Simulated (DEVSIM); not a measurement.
**abrupt GaAs n-p junction**

System: abrupt GaAs n-p junction, at 300 K.

```tsv
layer (left to right)	material	thickness (μm)	Nd (cm⁻³)	Na (cm⁻³)	τn (s)	τp (s)
1	GaAs	4.10	1.1e15	-	6.3e-9	6.3e-9
2	GaAs	0.820	-	3.6e17	6.3e-9	6.3e-9
```

Left contact: ohmic. Right contact: ohmic. Voltage is applied to the left contact. Recombination: SRH at mid-gap, Auger. Mobility is constant in doping.

Constants are typed, rounded textbook-type inputs, not results; the design itself was drawn at random and stands for no fabricated device. Values at 300 K.

```
parameter        GaAs
-------------  ------
gap (eV)        1.424
affinity (eV)    4.07
permittivity     12.9
Nc (cm⁻³)      4.7e17
Nv (cm⁻³)        9e18
μn (cm²/Vs)      8500
μp (cm²/Vs)       400
Cn (cm⁶/s)      1e-30
Cp (cm⁶/s)      1e-30
```

DEVSIM, 1D drift-diffusion, Boltzmann statistics, complete ionisation; no tunnelling, impact ionisation, image-force lowering or self-heating.

The potential step across the device at zero bias comes out as 1.184 V and the largest field in the device at zero bias is 35000 V/cm. The dark forward voltage at 1 A/cm² is 0.976 V. The dark forward voltage at 100 A/cm² comes out as 1.131 V.

Dark forward current:

```csv
V (V),J (A/cm²)
-0.05,-3.6e-10
-0.10,-1.2e-9
-0.15,-3.6e-9
-0.20,-1.0e-8
-0.25,-2.7e-8
-0.30,-7.5e-8
-0.35,-2.1e-7
-0.40,-5.7e-7
-0.45,-1.6e-6
-0.50,-4.3e-6
-0.55,-1.2e-5
-0.60,-3.4e-5
-0.65,-9.9e-5
-0.70,-0.00030
-0.75,-0.00097
-0.80,-0.0035
-0.85,-0.015
-0.90,-0.075
-0.95,-0.41
-1.00,-2.2
-1.05,-11
-1.10,-43
-1.15,-170
-1.20,-570
-1.25,-1500
-1.30,-3200
```

Dark reverse current:

```csv
V (V),J (A/cm²)
0.20,5.0e-10
0.50,1.0e-9
1.00,1.8e-9
1.50,2.4e-9
2.00,2.9e-9
3.00,3.9e-9
4.00,4.7e-9
5.00,5.4e-9
6.50,6.4e-9
```
